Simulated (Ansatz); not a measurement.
ZrN: response to strain

Take ZrN in the rock salt structure (space group Fm-3m, No. 225; relaxed with 0.1 eV smearing) as the base.

```
CELL_PARAMETERS angstrom
      0.00000     2.27655     2.27655
      2.27655     0.00000     2.27655
      2.27655     2.27655     0.00000
ATOMIC_POSITIONS crystal
  N  0.00000 0.00000 0.00000
  Zr 0.50000 0.50000 0.50000
```

Cartesian axes are those of the cell as printed.

Strains are applied to the cell and any free atomic positions relax; under stress the whole cell relaxes.

Calculations: PBEsol, PAW, 420 eV (Ansatz, a first-principles code; without spin-orbit coupling), earlier PAW set.

Candidates:
(a) tensor shear ε_xz = +3.14 %
(b) uniaxial stress, 0.5 GPa tension along x
(c) isotropic strain +5.01 %
(d) isotropic strain +5.96 %

Notes on the quantities. energy relative to the base: free energy F.

Problem. Order them by energy relative to the base, highest first.

Solution. (d) isotropic strain +5.96 % (+0.261 eV/atom), (c) isotropic strain +5.01 % (+190 meV/atom), (a) tensor shear ε_xz = +3.14 % (+18 meV/atom), (b) uniaxial stress, 0.5 GPa tension along x (0.0 meV/atom)

Beyond what the load breaks, stability against distortions was not tested. The final runs are not spin-polarised. An odd electron count without spin: ZrN.
